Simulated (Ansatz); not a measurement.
Levels about the gap of amorphous Si₁₄B₁₄C₁₄N₂₈ (70 atoms in a cell of 820 Å³, 2.24 g/cm³; zone centre alone, so wide bands show as single levels with stretches between that a denser mesh fills), at the geometry that PBE relaxed, where it gives 0.0 GPa on a denser mesh. The participation number counts the atoms over which a state spreads; weights are charges in smoothed Voronoi cells. The levels come from a single point, so bond lengths are those of that geometry. Method of the levels: PBE, scalar-relativistic without spin-orbit coupling (Ansatz, a first-principles code). Sampling: the zone centre alone; Fermi-Dirac width 0.02 eV; no spin polarisation.

The cell was made by melting and quenching with the CHGNet potential and then relaxed with DFT. N atoms were pushed apart under 1.9 Å during the dynamics, to hinder bonds among them. The hot cell started wider than the set density and was brought back towards it in steps. It is the lowest in DFT energy of 2 quenches. It is a model cell: composition and starting density were chosen by hand, and all elements were melted together. No dispersion term was used. Its density started from a set value of 2.15 and ended at 2.24 g/cm³. The simulated quench (nominally 500 K/ps over its main leg) is rapid and tends to freeze in more defects than a deposited or slowly cooled glass has. A cell of this size samples the disorder only roughly. Volume and shape were free in the relaxation. On a 2×2×2 Γ-centred mesh force components of up to 0.45 eV/Å stay, since the relaxation ran on the zone centre alone.

```json
[
 {"E - E(highest filled), eV": "-1.31", "filling": "filled", "participation number": "20.6", "largest on": "N, 2 neighbours", "weight N": "0.49", "weight B": "0.15", "weight C": "0.24", "weight Si": "0.13"},
 {"E - E(highest filled), eV": "-1.26", "filling": "filled", "participation number": "13.4", "largest on": "N, 2 neighbours", "weight N": "0.47", "weight B": "0.13", "weight C": "0.31", "weight Si": "0.09"},
 {"E - E(highest filled), eV": "-1.12", "filling": "filled", "participation number": "25.9", "largest on": "C, 3 neighbours", "weight N": "0.46", "weight B": "0.12", "weight C": "0.31", "weight Si": "0.11"},
 {"E - E(highest filled), eV": "-0.85", "filling": "filled", "participation number": "19.3", "largest on": "N, 3 neighbours", "weight N": "0.46", "weight B": "0.10", "weight C": "0.35", "weight Si": "0.09"},
 {"E - E(highest filled), eV": "-0.59", "filling": "filled", "participation number": "8.0", "largest on": "N, 2 neighbours", "weight N": "0.50", "weight B": "0.06", "weight C": "0.24", "weight Si": "0.20"},
 {"E - E(highest filled), eV": "-0.48", "filling": "filled", "participation number": "15.5", "largest on": "Si, 4 neighbours", "weight N": "0.37", "weight B": "0.08", "weight C": "0.30", "weight Si": "0.25"},
 {"E - E(highest filled), eV": "0.00", "filling": "filled", "participation number": "18.1", "largest on": "C, 3 neighbours", "weight N": "0.37", "weight B": "0.28", "weight C": "0.25", "weight Si": "0.10"},
 {"E - E(highest filled), eV": "0.77", "filling": "empty", "participation number": "14.8", "largest on": "N, 2 neighbours", "weight N": "0.33", "weight B": "0.23", "weight C": "0.33", "weight Si": "0.11"},
 {"E - E(highest filled), eV": "1.06", "filling": "empty", "participation number": "22.9", "largest on": "C, 3 neighbours", "weight N": "0.35", "weight B": "0.18", "weight C": "0.30", "weight Si": "0.17"},
 {"E - E(highest filled), eV": "1.30", "filling": "empty", "participation number": "24.4", "largest on": "C, 3 neighbours", "weight N": "0.26", "weight B": "0.18", "weight C": "0.36", "weight Si": "0.20"},
 {"E - E(highest filled), eV": "1.34", "filling": "empty", "participation number": "18.0", "largest on": "B, 2 neighbours", "weight N": "0.31", "weight B": "0.32", "weight C": "0.19", "weight Si": "0.18"},
 {"E - E(highest filled), eV": "1.49", "filling": "empty", "participation number": "29.5", "largest on": "B, 3 neighbours", "weight N": "0.27", "weight B": "0.37", "weight C": "0.24", "weight Si": "0.12"},
 {"E - E(highest filled), eV": "1.69", "filling": "empty", "participation number": "25.1", "largest on": "B, 3 neighbours", "weight N": "0.23", "weight B": "0.43", "weight C": "0.20", "weight Si": "0.15"},
 {"E - E(highest filled), eV": "1.98", "filling": "empty", "participation number": "31.3", "largest on": "C, 3 neighbours", "weight N": "0.33", "weight B": "0.13", "weight C": "0.36", "weight Si": "0.18"}
]
```

Most localised among these is the filled level at -0.59 eV, on a N atom, which has 2 neighbours (C 1.30 Å, Si 1.70 Å).
